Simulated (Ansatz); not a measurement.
Take NaI in the CsCl type structure (space group Pm-3m, No. 221; a hypothetical phase, not in the database extracts checked) as the base.

```
NaI
1.0
    4.06205     0.00000     0.00000
    0.00000     4.06205     0.00000
    0.00000     0.00000     4.06205
Na I
1 1
Direct
  0.00000   0.00000   0.00000
  0.50000   0.50000   0.50000
```

Cartesian axes are those of the cell as printed.

The values are results of PBE in Ansatz (plane waves to 420 eV, PAW, no spin-orbit coupling), not measurements.

Strains are applied to the cell and any free atomic positions relax; under biaxial strain the out-of-plane vector relaxes too.

One change was made to it. Results:

The energy rises by 2.4 meV/atom; the pressure goes from zero to -0.57 GPa.

Which change produced these results?
A. biaxial strain −1.10 %, plane normal [001], relaxed out of plane
B. uniaxial strain ε_zz = −0.80 %
C. uniaxial strain ε_yy = +1.49 %
D. isotropic strain +1.29 %

D, isotropic strain +1.29 %. For comparison, the pressure in the other runs: uniaxial strain ε_yy = +1.49 % gives -0.23 GPa; biaxial strain −1.10 %, plane normal [001], relaxed out of plane gives 0.38 GPa; uniaxial strain ε_zz = −0.80 % gives 0.14 GPa.

Stability against distortions was not tested.

Ansatz is a quantum-chemistry and plane-wave program.
